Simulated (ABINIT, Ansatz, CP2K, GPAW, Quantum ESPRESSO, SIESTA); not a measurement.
Code comparison for Mg3Sc (Pm-3m, 4 atoms in the cell)

Self-consistent single point.

```
CELL_PARAMETERS angstrom
      4.62552     0.00000     0.00000
      0.00000     4.62552     0.00000
      0.00000     0.00000     4.62552
ATOMIC_POSITIONS crystal
  Mg 0.50000 0.50000 0.00000
  Mg 0.00000 0.50000 0.50000
  Mg 0.50000 0.00000 0.50000
  Sc 0.00000 0.00000 0.00000
```

All programs got the same cell, k-point mesh and kind of occupations (in Ansatz's words: kpoints.mp_grid.grid = 10 10 10; scf.occupations.method = fermi_dirac; scf.occupations.width = 0.05 eV); potentials, basis and cutoffs are each program's usual ones.

```csv
code,model,pressure (GPa),k-points,cutoff
SIESTA,"GGA PBEsol, numerical atomic orbitals TZP, PseudoDojo PBEsol standard norm-conserving potentials (rewritten from UPF to PSML)",-2.43,560,grid 400 Ry
ABINIT,"PBEsol, norm-conserving pseudopotentials (PseudoDojo nc-sr-04 PBEsol standard)",-3.58,56,42 Ha
GPAW,"PBEsol, GPAW PAW datasets PBEsol (made by gpaw-setup)",-3.61,56,850 eV
Quantum ESPRESSO,"PBEsol, PseudoDojo standard norm-conserving (PBESOL) pseudopotentials",-3.57,56,85 Ry
CP2K,"PBEsol, GPW, DZVP-MOLOPT-SR-GTH basis, GTH-PBE potentials (GTH_POTENTIALS)",-2.64,504,grid 1000 Ry
Ansatz,"PBEsol, PAW files made with PBE",-3.60,56,default
```

The spread over the programs that give each value: pressure within 1.18 GPa.

The starting cell comes from a database of computed structures (which also holds hypothetical and non-ambient phases and stackings), without a prior relaxation at this level. Its lattice was rescaled by a random factor within 2.5 % of one. On Ansatz's run: In the base run, with a pressure of about -4 GPa the cell is away from its equilibrium volume at this level.

Q: Why do the programs differ, and what cannot be compared?

A: Differences of this kind can come from the potentials, where these differ, and from what each basis and cutoff leave unconverged. The zero of total energies and Fermi levels follows the potentials and each program's conventions, so they are not compared here. SIESTA and CP2K use small atom-centred bases, whose incompleteness enters pressures, forces and empty levels differently from a plane-wave cutoff. Ansatz's pressure is given at a fixed set of plane waves, as the other plane-wave codes print theirs. The programs reduce the same mesh by symmetry to different extents, which changes the work and not the result. In the pressure, SIESTA (by 1.16) lies more than 1 GPa from the median of the plane-wave programs.

Left out of this page: FLEUR (not drawn, or without a comparable value).

Ansatz is a first-principles code.

Keys are those of Ansatz 0.2.
